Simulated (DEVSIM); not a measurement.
Device: abrupt Ge n-p junction, at 350 K.

Layer 1 from the left is Ge, thickness (μm) 0.320, Nd (cm⁻³) 4.1e18, τn (s) 1.6e-6, τp (s) 1.6e-6. Layer 2 from the left is Ge, thickness (μm) 300, Na (cm⁻³) 1.5e16, τn (s) 1.6e-6, τp (s) 1.6e-6.

Left contact: ohmic. Right contact: ohmic. Voltage is applied to the left contact. Recombination: SRH at mid-gap, radiative, Auger. Mobility is constant in doping.

Constants are typed, rounded textbook-type inputs, not results; the design itself was drawn at random and stands for no fabricated device. Values at 300 K; Nc and Nv go as T^1.5, mobilities as T to minus their exponent, the gap by Varshni's rule with the affinity fixed.

Ge: gap (eV) 0.664, affinity (eV) 4, permittivity 16, Nc (cm⁻³) 1.04e19, Nv (cm⁻³) 6e18, μn (cm²/Vs) 3900, μp (cm²/Vs) 1900, T exponent of μn 1.66, T exponent of μp 2.33, B (cm³/s) 6.4e-14, Cn (cm⁶/s) 1e-31, Cp (cm⁶/s) 1e-31, Varshni α (eV/K) 0.000477, Varshni β (K) 235.

Estimate by hand the built-in potential, the peak field at zero bias, and compare with a numerical solution.


- Built-in potential: ni = √(Nc Nv) exp(−Eg/2kT) = 2.28e14 cm⁻³ with Eg = 0.644 eV; Vbi = kT/q ln(Na Nd/ni²) = 0.422 V; numerical 0.422 V.
- Peak field at zero bias: depletion approximation: W = √(2εVbi/(qN)) = 0.223 μm with N = 1.49e16 cm⁻³; field = 2Vbi/W = 37800 V/cm; numerical 105000 V/cm (estimate below by 64 %).

DEVSIM, 1D drift-diffusion, Boltzmann statistics, complete ionisation; no tunnelling, impact ionisation, image-force lowering or self-heating.
